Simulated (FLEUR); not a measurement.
FLEUR run on Ge (Fd-3m, 2 atoms in the cell): self-consistent single point.

Method: PBEsol, all-electron FLAPW (FLEUR), scalar-relativistic valence in FLEUR.

```
Ge
1.0
    0.00000     2.85107     2.85107
    2.85107     0.00000     2.85107
    2.85107     2.85107     0.00000
Ge
2
Direct
  0.00000   0.00000   0.00000
  0.25000   0.25000   0.25000
```

Reference input (self-consistent single point, DFT, PBE, all-electron FLAPW (FLEUR), scalar-relativistic valence): Kmax = 3.6 1/bohr; GmaxXC = 12.6 1/bohr; xcFunctional = pbe; jspins = 1; l_soc = F; mode = hist; fermiSmearingEnergy = 0.00036749 Htr; mesh (inpgen div1-3) = 5 5 5; inpgen gamma flag = false; Gmax = 12.6 1/bohr; numbands = 0; maxIterBroyd = 15. This run's input differs from it in these lines:

```diff
@@ -14,2 +14,3 @@
 &comp jspins=1 /
+&exco xctyp='PBEs' /
 &kpt div1=5 div2=5 div3=5 /
@@ -26,3 +27,3 @@
       <coreElectrons ctail="T" frcor="F" kcrel="0" coretail_lmax="0"/>
-      <xcFunctional name="pbe" relativisticCorrections="F"/>
+      <xcFunctional name="PBEs" relativisticCorrections="F"/>
       <magnetism jspins="1"/>
```

The program printed (abridged):

```
 Iteration:     1   Distance:       5.86261129 me/bohr^3
 Iteration:     2   Distance:       5.54661940 me/bohr^3
 Iteration:     3   Distance:       1.13218624 me/bohr^3
 Iteration:     4   Distance:       0.32347915 me/bohr^3
 Iteration:     5   Distance:       0.29350374 me/bohr^3
   [... 4 lines left out ...]
 Iteration:    10   Distance:       0.00064873 me/bohr^3
 Iteration:    11   Distance:       0.00003172 me/bohr^3
 Iteration:    12   Distance:       0.00001313 me/bohr^3
 Iteration:    13   Distance:       0.00000153 me/bohr^3
 Run finished successfully
 Stop message:
   Structural relaxation: Done

[file out, last iteration]
             iter=     14
[...]
          total density-effective poten   -6.6979959660E+03
          total charge density-energy d   -1.5643110157E+02
 Updated energy parameters for spin:           1
[...]
 fermi energy and band-weighting factors:

[...]
FERMIE:
          first approx. to ef    (T=0)  :   0.212135 htr   (energy of the highest occ. eigenvalue)
          number of occ. states  (T=0)  :        140
          first approx. to seigv (T=0)  : -13.760457 htr
          sum of weights of occ. states :  14.000000
          sum of semicore charge        :   0.000000 e
FERHIS:  Fermi-Energy by histogram:
          bandgap                     :   0.000000 htr
   [... lines left out ...]
          charge neutrality (T=0)     :   0.000000    (zero if the highest occ. eigenvalue is "entirely" occupied)
     EF_NEWTON:  Adjust Fermi-Energy by Newton-Method.
 Direct bandgap for spin            1 :    5.0341046195949535E-002  Htr
   [... lines left out ...]
 ---->    (input%tkb*entropy) TS=              0.0000112278 htr
 ---->    free energy=                     -4195.1290352934 htr
      extrapolation for T->0
 ---->    total electron energy=           -4195.1290296795 htr
 ***** TOTAL FORCES ON ATOMS *****
 TOTAL FORCE FOR ATOM TYPE=  1  X= -1.347   Y= -1.347   Z= -1.347
                       FX_TOT= 0.000000 FY_TOT= 0.000000 FZ_TOT= 0.000000
 Structural relaxation: Done
```

The run converged in 13 iterations. FLEUR gives forces in its relaxation mode, with a further iteration, so its stop message speaks of a relaxation. 

The starting cell has typed, rounded lattice constants, without a prior relaxation at this level. Its lattice was rescaled by a random factor within 2.5 % of one. Values depend on the basis (sphere radii, cutoffs, local orbitals), which need not be converged. The log's line on a gap gives a spacing of levels on this mesh, which the program prints for metals too.
